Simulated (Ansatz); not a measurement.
System: AuIn2 (model structure, started from the C15 type, Fd-3m, No. 227, 6 atoms in the cell). Method: LDA (Ansatz, a program for electronic structure, PAW).

Settings: plane-wave cutoff 520 eV, 12×12×12 k mesh, Fermi–Dirac smearing 0.05 eV, scalar-relativistic PAW data made under PBE.

Cell (relaxed at this level):

AuIn2 has the cubic space group Fd-3m, origin choice 1 (No. 227), the cubic Laves (MgCu2 type) structure, Pearson symbol cF24. Conventional cell: a = b = c = 8.178 Å, α = β = γ = 90.00°. In on 16c is surrounded by 6 In at 2.891 Å and 6 Au at 3.390 Å. Au on 8b is surrounded by 12 In at 3.390 Å and 4 Au at 3.541 Å. (Neighbours: up to the widest gap in distance over summed covalent radii, below 1.35, at either atom.)
(The calculation used a cell of 6 atoms; values per cell refer to that cell.)

### Question
Give the computed bulk modulus.

### Answer

- bulk modulus: 58.9 GPa

The run finds no gap.

Note: the bulk modulus is −V dP/dV from two relaxed cells at ±2 % in volume; the relaxation could raise the start's symmetry but not lower it, so the cell can be a saddle point.

Spin–orbit coupling is not included; it can shift volumes and moduli of such heavy elements.

Computed values are for the static lattice.

Cost on a shared machine: very roughly 3 core-minutes.

A model structure was made by putting elements into a prototype or built by hand; it is no filed structure, need not be a known phase, and can be a saddle point held by its symmetry.
